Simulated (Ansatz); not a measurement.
# How far to go with zone-centre phonons against the mesh: ZrC (Fm-3m, 2 atoms in the cell)

```xyz
2
Lattice="0.0000 2.3571 2.3571 2.3571 0.0000 2.3571 2.3571 2.3571 0.0000" Properties=species:S:1:pos:R:3 pbc="T T T"
Zr     0.0000     0.0000     0.0000
C      2.3571     2.3571     2.3571
```

Computed with PBE (plane waves, PAW; Ansatz, an electronic-structure program).

Base settings: basis.ecutwfc = 420 eV; kpoints.mp_grid.grid = 12 12 12; hamiltonian.xc = pbe; hamiltonian.pseudopotentials = {kind: paw} (the program's default PAW files); scf.occupations.method = fermi_dirac; scf.occupations.width = 0.1 eV.

In this ladder: phonons.method = dfpt.

Frequencies are those of the unrelaxed cell, without the LO-TO term of polar crystals.

Only quantities that move along the ladder and can be compared are tabulated.

The starting cell has typed, rounded lattice constants, without a prior relaxation at this level. Its lattice was rescaled by up to half a per cent.

```csv
kpoints.mp_grid.grid,highest zone-centre frequency (cm⁻¹)
3 3 3,487.3
4 4 4,426.8
5 5 5,335.7
6 6 6,377.9
8 8 8,424.8
9 9 9,422.6
14 14 14,417.4
18 18 18,416.2
22 22 22,415.8
27 27 27,416.1
```

Coarsest kpoints.mp_grid.grid that holds the highest zone-centre frequency within 1 cm⁻¹ of the last step, with all finer ones: 18 18 18; the step before is off by 1.3 cm⁻¹.

Keys are those of Ansatz 0.2.
